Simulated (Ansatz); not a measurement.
Electronic density of states of amorphous Ge$_{20}$S$_{40}$Ag$_{4}$, density 3.18 g/cm³, on a 2×2×2 Γ-centred mesh with a Gaussian width of 0.1 eV; energies count from the Fermi level, whose place inside the gap is arbitrary. Cell and mesh are small, so fine structure isn't converged. These are PBE-D3(BJ), scalar-relativistic without spin-orbit coupling (plane waves to 420 eV, PAW; Ansatz, a quantum-chemistry and plane-wave program) values and carry that method's errors. Sampling: a 2×2×2 Γ-centred mesh; Fermi-Dirac width 0.05 eV; no spin polarisation.

Preparation: random packing, a CHGNet melt and quench, and a DFT relaxation. The hot cell started wider than the set density and was brought back towards it in steps. It is the lowest in DFT energy of 3 quenches. It is a model cell: composition and starting density were chosen by hand, and all elements were melted together. The geometry includes D3(BJ) dispersion. Its density started from a set value of 3.04 and ended at 3.18 g/cm³. The simulated quench (nominally 96 K/ps over its main leg) is rapid and tends to freeze in more defects than a deposited or slowly cooled glass has. A cell of this size samples the disorder only roughly. Volume and shape were free in the relaxation.

(E - EF (eV), states/(eV atom)): (-12.00, 0.16); (-11.90, 0.16); (-11.80, 0.15); (-11.70, 0.19); (-11.60, 0.19); (-11.50, 0.10); (-11.40, 0.01); (-11.30, 0.00); (-11.20, 0.00); (-11.10, 0.00); (-11.00, 0.00); (-10.90, 0.00); (-10.80, 0.00); (-10.70, 0.00); (-10.60, 0.00); (-10.50, 0.00); (-10.40, 0.00); (-10.30, 0.00); (-10.20, 0.00); (-10.10, 0.00); (-10.00, 0.00); (-9.90, 0.00); (-9.80, 0.00); (-9.70, 0.00); (-9.60, 0.03); (-9.50, 0.16); (-9.40, 0.27); (-9.30, 0.29); (-9.20, 0.20); (-9.10, 0.22); (-9.00, 0.25); (-8.90, 0.23); (-8.80, 0.25); (-8.70, 0.25); (-8.60, 0.27); (-8.50, 0.30); (-8.40, 0.31); (-8.30, 0.30); (-8.20, 0.25); (-8.10, 0.18); (-8.00, 0.15); (-7.90, 0.18); (-7.80, 0.20); (-7.70, 0.22); (-7.60, 0.22); (-7.50, 0.27); (-7.40, 0.29); (-7.30, 0.25); (-7.20, 0.20); (-7.10, 0.16); (-7.00, 0.14); (-6.90, 0.16); (-6.80, 0.05); (-6.70, 0.00); (-6.60, 0.00); (-6.50, 0.00); (-6.40, 0.01); (-6.30, 0.11); (-6.20, 0.31); (-6.10, 0.41); (-6.00, 0.40); (-5.90, 0.45); (-5.80, 0.53); (-5.70, 0.50); (-5.60, 0.48); (-5.50, 0.50); (-5.40, 0.55); (-5.30, 0.57); (-5.20, 0.59); (-5.10, 0.66); (-5.00, 0.66); (-4.90, 0.63); (-4.80, 0.67); (-4.70, 0.68); (-4.60, 0.71); (-4.50, 0.80); (-4.40, 0.87); (-4.30, 0.83); (-4.20, 0.79); (-4.10, 0.75); (-4.00, 0.86); (-3.90, 0.99); (-3.80, 0.96); (-3.70, 0.84); (-3.60, 0.90); (-3.50, 0.94); (-3.40, 0.88); (-3.30, 0.84); (-3.20, 0.88); (-3.10, 0.81); (-3.00, 0.74); (-2.90, 0.71); (-2.80, 0.72); (-2.70, 0.71); (-2.60, 0.73); (-2.50, 0.72); (-2.40, 0.70); (-2.30, 0.69); (-2.20, 0.75); (-2.10, 0.76); (-2.00, 0.73); (-1.90, 0.77); (-1.80, 0.83); (-1.70, 0.76); (-1.60, 0.68); (-1.50, 0.68); (-1.40, 0.72); (-1.30, 0.69); (-1.20, 0.61); (-1.10, 0.47); (-1.00, 0.46); (-0.90, 0.47); (-0.80, 0.31); (-0.70, 0.20); (-0.60, 0.10); (-0.50, 0.01); (-0.40, 0.00); (-0.30, 0.00); (-0.20, 0.00); (-0.10, 0.00); (0.00, 0.00); (0.10, 0.00); (0.20, 0.00); (0.30, 0.00); (0.40, 0.00); (0.50, 0.01); (0.60, 0.11); (0.70, 0.30); (0.80, 0.35); (0.90, 0.33); (1.00, 0.39); (1.10, 0.40); (1.20, 0.44); (1.30, 0.47); (1.40, 0.47); (1.50, 0.44); (1.60, 0.40); (1.70, 0.32); (1.80, 0.37); (1.90, 0.43); (2.00, 0.47); (2.10, 0.51); (2.20, 0.54); (2.30, 0.58); (2.40, 0.51); (2.50, 0.42); (2.60, 0.44); (2.70, 0.53); (2.80, 0.53); (2.90, 0.49); (3.00, 0.49); (3.10, 0.56); (3.20, 0.62); (3.30, 0.60); (3.40, 0.57)

The gap on this mesh is 1.30 eV; the broadening fills part of it in the curve.
